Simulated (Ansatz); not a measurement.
The parent structure is NbH2 in the CdI2 type structure (space group P-3m1, No. 164; a = 2.855 Å, c = 4.806 Å; a hypothetical phase, not in the database extracts checked; layered, stacked along the Cartesian z axis; relaxed with 0.1 eV smearing). Axes: x lies along a and z along c of the hexagonal cell.

Method: r2SCAN+rVV10 (Ansatz, a program for electronic structure), no spin-orbit coupling.

Perturbation: a pure shear with ε_xy = ε_yx = 0.0231; the atoms relax in the strained cell.

Problem. Estimate the effect on the energy relative to the base.

Solution. The energy falls by 2.2 meV/atom.

Problem. Estimate the effect on the stress.

Solution. The stress (xx, yy, zz, yz, xz, xy; compression positive) is (0.0, 0.2, -0.1, 0.0, 0.0, 0.5) GPa.

Stability against distortions was not tested. The final runs are not spin-polarised. An odd electron count without spin: NbH2. Under tensor shear ε_xy = +2.31 % the cell ends below the base's energy or with stress of the wrong sign: the atoms slid into a distortion or the cell is elastically unstable, so the base is not a stable minimum at this level.
